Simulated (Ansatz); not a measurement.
Base system: Cr in the bcc (W type) structure (space group Im-3m, No. 229; non-magnetic).

```xyz
1
Lattice="-1.4147 1.4147 1.4147 1.4147 -1.4147 1.4147 1.4147 1.4147 -1.4147" Properties=species:S:1:pos:R:3 pbc="T T T"
Cr     0.0000     0.0000     0.0000
```

Level of theory: r2SCAN (Ansatz, a first-principles code, PAW, no SOC).

Base values:

| Property | Value |
|---|---|
| Lattice parameter a | 282.9 pm |

It is then changed as follows: Mo takes the place of Cr on all its sites; the structure is relaxed again.

Tabulated Pauling electronegativity and covalent radius: Cr 1.66, 1.39 Å; Mo 2.16, 1.54 Å.

**Question.** Estimate the effect on the lattice parameter a.

**Answer.** The lattice parameter a rises by 32.13 pm, from 282.9 pm to 315.1 pm.

Stability against distortions was not tested. Starting moments died away, wholly or in part, for the base; another magnetic solution may exist. The final runs are not spin-polarised. Real Cr is antiferromagnetic at low temperature and ambient pressure, an order that this cell doesn't hold.
